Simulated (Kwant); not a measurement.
System: In0.53Ga0.47As/In0.52Al0.48As stack with 2 barriers. One parabolic valley. Leads of mass 0.041 mₑ with the band edge at 0; grid 0.1 nm; bias swept from 0.0208 to 0.43967 V, dropping linearly over the stack. Emitter Fermi level 0.052 eV, 4 K, equal in the collector.

```json
[
 {"layer": "1", "thickness (nm)": "1.4", "band offset (eV)": "0.52", "mass (mₑ)": "0.075"},
 {"layer": "2", "thickness (nm)": "8.3", "band offset (eV)": "0", "mass (mₑ)": "0.041"},
 {"layer": "3", "thickness (nm)": "1.8", "band offset (eV)": "0.52", "mass (mₑ)": "0.075"}
]
```

Constants are typed, rounded textbook-type inputs, not results; the design itself was drawn at random and stands for no fabricated device.

Kwant, one-band effective-mass tight-binding model in one dimension, coherent, no space charge, current by the Tsu-Esaki formula.

**Question.** Tabulate J (A/cm²) against bias (V).

**Answer.** 
```
bias (V)  J (A/cm²)
--------  ---------
0.02080        6480
0.04698       57000
0.07316      112000
0.09934      139000
0.1255        50800
0.1517         9790
0.1779         6410
0.2041         5410
0.2302         5190
0.2564         5450
0.2826         6120
0.3088         7310
0.3350         9270
0.3611        12600
0.3873        18500
0.4135        30200
0.4397        56800
```
